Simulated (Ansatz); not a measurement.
Density of states of CaO (Fm-3m) below the valence band maximum, PBE, rigid bands (Ansatz, a program for electronic structure); cell volume 27.1 Å³.

| energy from edge (eV) | 10⁻³ states/eV/cell |
|---|---|
| 0.006 | 76.7 |
| 0.031 | 195 |
| 0.056 | 274 |
| 0.081 | 341 |
| 0.106 | 407 |
| 0.131 | 473 |
| 0.156 | 543 |
| 0.181 | 615 |
| 0.206 | 691 |
| 0.231 | 774 |
| 0.256 | 867 |
| 0.281 | 976 |
| 0.319 | 1180 |
| 0.344 | 1390 |
| 0.369 | 2140 |
| 0.394 | 2510 |
| 0.419 | 2540 |
| 0.444 | 2600 |
| 0.469 | 2640 |
| 0.494 | 2710 |
| 0.519 | 2780 |
| 0.544 | 2830 |
| 0.569 | 2880 |
| 0.594 | 2980 |

What effective density of states at 300 K does this give (∫ g(E) exp(−E/k_BT) dE, both spins, divided by the cell's size)?

1.5e20 cm⁻³, a density-of-states mass of 3.3 mₑ, valleys and band degeneracy included.

Spin-orbit coupling is left out; where it splits the top of the valence band, N_v and the p-type Seebeck coefficient come out somewhat high without it. Geometry: cell and atoms relaxed with PBEsol.
